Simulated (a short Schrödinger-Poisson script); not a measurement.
Structure: MOS inversion layer, Al2O3 on p-type Si(100), at 150 K.

From the gate side: 2.6 nm Al2O3; 450 nm Si, acceptors 8.9e17 cm⁻³.

The device is made up for the run: typed textbook-type constants, with dimensions and the other settings drawn at random. Al2O3: permittivity 9, conduction-band edge (eV) 2.7, gap (eV) 6.8, electron mass (mₑ) 0.3. Si: permittivity 11.7, conduction-band edge (eV) 0, gap (eV) 1.124, Nv at 300 K (cm⁻³) 3.1e19.

Channel valleys (confinement mass, in-plane density-of-states mass, number): Δ2 0.916, 0.19, 2; Δ4 0.19, 0.417, 4. At the gate the conduction-band edge of layer 1 lies 2.8 eV − eVg above the Fermi level of the channel; the field vanishes at the back. Gaps are held at their typed values at every temperature. Mesh 0.03 nm at interfaces.

From a short Schrödinger-Poisson script (our own, NumPy): 1D Poisson equation in equilibrium, electrons quantum, Hartree (BenDaniel-Duke, 12 states a valley, the channel's in-plane mass for all, wave functions ending at the dielectric), parabolic valleys, classical holes, full ionisation, no traps, pinning or gate leakage.

```
Vg (V)  electrons (cm⁻²)  C (μF/cm²)  Δ2 E0 (meV from the Fermi level)  Δ4 E0 (meV from the Fermi level)
------  ----------------  ----------  --------------------------------  --------------------------------
0.35             2.38e10       0.451                              57.7                             136.3
0.4              2.48e11        1.34                              26.7                             106.9
0.45             7.30e11        1.81                              11.2                              93.3
0.5              1.31e12        1.98                               1.6                              85.8
0.55             1.94e12        2.07                              -5.7                              80.6
0.6              2.59e12        2.12                             -11.8                              76.5
0.65             3.25e12        2.16                             -17.3                              73.1
0.7              3.93e12        2.18                             -22.3                              70.0
0.75             4.61e12        2.20                             -27.2                              67.1
0.8              5.30e12        2.22                             -31.9                              64.3
0.85             5.99e12        2.24                             -36.4                              61.6
0.9              6.69e12        2.25                             -40.9                              59.0
0.95             7.39e12        2.26                             -45.3                              56.5
1                8.09e12        2.27                             -49.7                              54.0
```

Gate voltages with under 1e9 electrons/cm² are left out.

At Vg = 1 V the lowest Δ2 subband lies at -49.7 meV from the Fermi level. How many electrons does it hold, and what share of all?

The two-dimensional density of states is g m/(πħ²) = 1.59e11 cm⁻² meV⁻¹ (both spins), kT = 12.9 meV, so n = D kT ln(1 + exp(−E/kT)) = 7.93e12 cm⁻², 0.98 of the 8.09e12 cm⁻² in all.

Compare the slope of the sheet density between 0.9 and 1 V with the geometric capacitance of the layers between gate and channel.

q Δn/ΔV = 2.24 μF/cm²; ε0/Σ(t/ε) = 3.06 μF/cm². The ratio is 0.73: the channel acts as a further capacitance in series.
